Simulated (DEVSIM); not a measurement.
Device: Schottky contact on p-type Si, at 300 K.

Layer 1 from the left is Si, thickness (μm) 2.70, Na (cm⁻³) 8.6e15, τn (s) 3.5e-7, τp (s) 3.5e-7. Layer 2 from the left is Si, thickness (μm) 0.870, Na (cm⁻³) 1.3e18, τn (s) 3.5e-7, τp (s) 3.5e-7.

Left contact: Schottky, work function 4.354 eV, emission velocity 5e6 cm/s. Right contact: ohmic. Voltage is applied to the left contact. Recombination: SRH at mid-gap, radiative. Gap narrowing is on: ΔEg = 6.92 meV × (l + √(l² + 0.5)), l = ln(N/1.3e17 cm⁻³), shared equally by both band edges. Mobility is constant in doping.

Constants are typed, rounded textbook-type inputs, not results; the design itself was drawn at random and stands for no fabricated device. Values at 300 K.

Si: gap (eV) 1.124, affinity (eV) 4.05, permittivity 11.7, Nc (cm⁻³) 2.86e19, Nv (cm⁻³) 3.1e19, μn (cm²/Vs) 1417, μp (cm²/Vs) 470, B (cm³/s) 4.7e-15.

DEVSIM, 1D drift-diffusion, Boltzmann statistics, complete ionisation; no tunnelling, impact ionisation, image-force lowering or self-heating. Metal contacts follow the ideal Schottky-Mott rule: no Fermi-level pinning, no interface dipoles.

Task: What does the simulation give for the dark forward voltage at 1 A/cm², the potential step across the device at zero bias, the dark forward voltage at 100 A/cm²?

Result: dark forward voltage at 1 A/cm² 0.391 V; potential step across the device at zero bias 0.722 V; dark forward voltage at 100 A/cm² 0.557 V.
